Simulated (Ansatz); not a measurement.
The starting structures come from a database of crystals and need not be the phases stable at ambient conditions.

## Evanescent states of Cd(InSe$_{2}$)$_{2}$ (P-42m, not sure to be the ambient phase, 7 atoms a cell, 29.4 Å³ an atom) along the normal of (110)

Method: PBEsol (plane waves, PAW; Ansatz, a first-principles code).

No gap correction and no spin-orbit coupling; mid-gap values are interpolated between computed energies.

Energies count from the valence-band top; κ is the least over a 6×4 mesh across the current.

```
E (eV)  κ (1/Å)  where
------  -------  -----
0.03      0.032      Γ
0.09      0.050      Γ
0.15      0.062      Γ
0.21          …      Γ
0.27          …      Γ
0.33          …      Γ
0.39          …      Γ
0.45          …      Γ
0.51          …      Γ
0.57          …      Γ
0.63          …      Γ
0.69      0.060      Γ
0.75      0.048      Γ
0.81      0.028      Γ
```

### Question
Some entries are withheld; supply them.

### Answer

- 0.21, κ (1/Å): 0.069
- 0.27, κ (1/Å): 0.074
- 0.33, κ (1/Å): 0.078
- 0.39, κ (1/Å): 0.079
- 0.45, κ (1/Å): 0.079
- 0.51, κ (1/Å): 0.077
- 0.57, κ (1/Å): 0.074
- 0.63, κ (1/Å): 0.068
